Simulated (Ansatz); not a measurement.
# Cl on the 1x1 (100) surface of fcc Cu, one in a 2x2 cell, started at the site 'bridge Cu-Cu (span 2.6 Å)'

These are r2SCAN, at the PBE geometry (plane waves to 500 eV, PAW; Ansatz, a first-principles code) values and carry that method's errors.

Model: 17-atom slab, 5.3 Å thick at the start under the adsorbate (thin: gaps and levels are the slab's own), 6x6x1 mesh, Fermi-Dirac 0.1 eV, dipole correction, single point; on the structure that PBE left under its start's symmetry; no spin, no spin-orbit, no U, no dispersion correction. At the end it is bonded to 2 Cu. In PBE this state lies 0.06 eV over the lowest of the starts that converged ('hollow Cu-Cu-Cu-Cu over Cu at depth 1.8 Å').

* **adsorption energy against ½ Cl2(g) at the same level**: -2.28 eV
* **work function of the top face**: 5.51 eV
* **change of the work function**: 0.97 eV
* **change of the step from the bottom to the top vacuum level, against the clean slab**: 1.03 eV
* **height of the binding atom over the mean of the host atoms within 0.3 Å of the top one**: 1.929 Å
* **nearest host atoms of the binding atom**: Cu at 2.28 Å, Cu at 2.28 Å, Cu at 3.50 Å
* **cost**: around 5 core-minutes (rough)

A negative adsorption energy means that the adsorbate is more stable on the surface than in its reference.
